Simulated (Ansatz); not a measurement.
## BePd in the CsCl type structure (space group Pm-3m, No. 221)

```
BePd
1.0
    2.79770     0.00000     0.00000
    0.00000     2.79770     0.00000
    0.00000     0.00000     2.79770
Be Pd
1 1
Direct
  0.00000   0.00000   0.00000
  0.50000   0.50000   0.50000
```

Level of theory: Ansatz (an electronic-structure program), PBEsol, PAW, cutoff 420 eV, no spin-orbit coupling. k-mesh 17×17×17 (Γ-centred); smearing 0.05 eV (Fermi–Dirac).

| Property | Value |
|---|---|
| Volume per atom | 10.95 Å³ |
| Density | 8.75 g/cm³ |
| Band gap | zero |
| Total energy | -3499.123 eV/atom (σ→0; compares only within this code and set-up) |

Stability against distortions was not tested. All final runs are without spin polarisation.
